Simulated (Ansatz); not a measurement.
## Habitual settings against a tight run: BaCd2Pt (Cmcm, 8 atoms in the cell)

Self-consistent single point.

```
BaCd2Pt
1.0
    2.21038    -5.57248     0.00000
    2.21038     5.57248     0.00000
    0.00000     0.00000     8.21791
Ba Cd Pt
2 4 2
Direct
  0.44235   0.55765   0.75000
  0.55765   0.44235   0.25000
  0.83909   0.16091   0.05635
  0.16091   0.83909   0.94365
  0.16091   0.83909   0.55635
  0.83909   0.16091   0.44365
  0.72213   0.27787   0.75000
  0.27787   0.72213   0.25000
```

Level of theory: LDA (PW92), default PAW files made with PBE (plane waves; Ansatz, an electronic-structure program).

Base settings: basis.ecutwfc = 30.9 Ry; kpoints.mp_grid.grid = 6 6 3; hamiltonian.xc = lda; hamiltonian.pseudopotentials = {kind: paw} (the program's default PAW files); scf.occupations.method = fermi_dirac; scf.occupations.width = 0.0073 Ry.

Tight run (finer mesh or higher cutoff; not a proven limit): basis.ecutwfc: 30.9 Ry → 43.4 Ry; kpoints.mp_grid.grid: 6 6 3 → 9 9 5; scf.convergence.dr2_threshold: default (1e-07 eV) → 1e-09 eV. It gave Fermi level (on the code's own zero) 12.89 eV; pressure -2.63 GPa; largest force (vector length) 0.074 eV/Å.

Quick runs, as changes from the base:
- A: the base itself
- B: basis.ecutwfc: 30.9 Ry → 21.7 Ry; kpoints.mp_grid.grid: 6 6 3 → 4 4 4; scf.occupations.method: fermi_dirac → methfessel_paxton; scf.occupations.width: 0.0073 Ry → 0.0147 Ry; scf.convergence.dr2_threshold: default (1e-07 eV) → 0.0001 eV
- C: basis.ecutwfc: 30.9 Ry → 24.6 Ry; kpoints.mp_grid.grid: 6 6 3 → 2 2 2; scf.occupations.method: fermi_dirac → methfessel_paxton; scf.occupations.width: 0.0073 Ry → 0.01 Ry
- D: basis.ecutwfc: 30.9 Ry → 15.4 Ry; kpoints.mp_grid.grid: 6 6 3 → 2 2 2; kpoints.mp_grid.shift: default → 0.5 0.5 0.5

Energies are extrapolated to zero smearing width, which holds to low order in the width alone.

The count of work is k-points × plane waves × bands × iterations; it is no time. 

Pressures in the table are Ansatz's without its Pulay estimate, at a fixed set of plane waves; the tight run's value above holds the estimate.

The starting cell comes from a database of computed structures (which also holds hypothetical and non-ambient phases and stackings), without a prior relaxation at this level. Its lattice was rescaled by a random factor within 2.5 % of one. Spin polarisation is off.

| run | energy less tight (meV/atom) | pressure less tight (GPa) | largest miss in a force vector (eV/Å) | count of work / tight |
|---|---|---|---|---|
| A | 4.4 | 0.00 | 0.022 | 0.17 |
| B | 132.3 | -9.25 | 0.044 | 0.059 |
| C | 35.0 | -1.11 | 0.170 | 0.024 |
| D | 6466.4 | -221.99 | 0.454 | 0.0039 |

Among the runs at the tight run's level, the energy misses run from 4.4 to 6466.4 meV/atom.

Left out of this page: 2 runs of the series outside the window shown, repeating another row's setting, or not comparable.

Keys are those of Ansatz 0.2.
